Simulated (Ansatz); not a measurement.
Here is the system:

```
InAs
1.0
    0.00000     3.13801     3.13801
    3.13801     0.00000     3.13801
    3.13801     3.13801     0.00000
As In
1 1
Direct
  0.75000   0.75000   0.75000
  0.00000   0.00000   0.00000
```

No spin polarisation.

The values are results of Ansatz (a quantum-chemistry and plane-wave program) PBE, no spin-orbit coupling, not measurements. k-mesh 9×9×9 (Γ-centred); smearing 0.05 eV (Fermi–Dirac).

**Question.** Estimate the band gap.

**Answer.** Zero.

**Question.** Estimate the pressure.

**Answer.** -1.9 GPa.

A case with no gap was solved on a k-mesh chosen for an insulator, which is coarse for it. The cells carry an imposed strain or load. Whether these cells are dynamically stable was not tested. All final runs are without spin polarisation. The cell was made from InAs in the zinc blende structure (space group F-43m, No. 216) by this change: isotropic strain +1.45 %. A zero or small gap of InAs can be the functional's error rather than a property of the material.
